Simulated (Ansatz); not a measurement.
This Ansatz (an electronic-structure program) input is the reference run, W in the bcc (W type) structure (space group Im-3m, No. 229), computed with PBE, PAW, 420 eV (Ansatz; no spin-orbit coupling):

Ansatz 0.2 input:
```yaml
crystal:
  lattice:
    - [-1.5917582663, 1.5917582663, 1.5917582663]
    - [1.5917582663, -1.5917582663, 1.5917582663]
    - [1.5917582663, 1.5917582663, -1.5917582663]
  atoms:
    - { symbol: W, position: [0, 0, 0] }
basis: { ecutwfc: 420, ecutrho_ratio: 4, xc_grid: 2, fft_grid_basis: typed }
kpoints: { mp_grid: { grid: [20, 20, 20] } }
hamiltonian:
  xc: pbe
  dispersion: none
  pseudopotentials: { kind: paw }
scf: { occupations: { method: fermi_dirac, width: 0.05 }, convergence: { dr2_threshold: 0.0000000001 } }
output: { forces: true, stress: true }
checkpoint: { write: state.ck, write_every: 1000 }
```

Question: Write the input for this change: hydrostatic tension (pressure −1 GPa).

Answer: 
Ansatz 0.2 input:
```yaml
crystal:
  lattice:
    - [-1.5917582663, 1.5917582663, 1.5917582663]
    - [1.5917582663, -1.5917582663, 1.5917582663]
    - [1.5917582663, 1.5917582663, -1.5917582663]
  atoms:
    - { symbol: W, position: [0, 0, 0] }
basis: { ecutwfc: 420, ecutrho_ratio: 4, xc_grid: 2, fft_grid_basis: typed }
kpoints: { mp_grid: { grid: [20, 20, 20] } }
hamiltonian:
  xc: pbe
  dispersion: none
  pseudopotentials: { kind: paw }
scf: { occupations: { method: fermi_dirac, width: 0.05 } }
relax: { f_tol: 0.01, max_steps: 60, cell: { stress_tol: 0.02, p_target: -1.0 } }
output: { forces: true, stress: true }
checkpoint: { write: state.ck, write_every: 1000 }
```
This is the input that was run.

Load acts through the strain it causes; cell and atoms are relaxed under it. No phonon test of stability was made. All final runs are without spin polarisation.
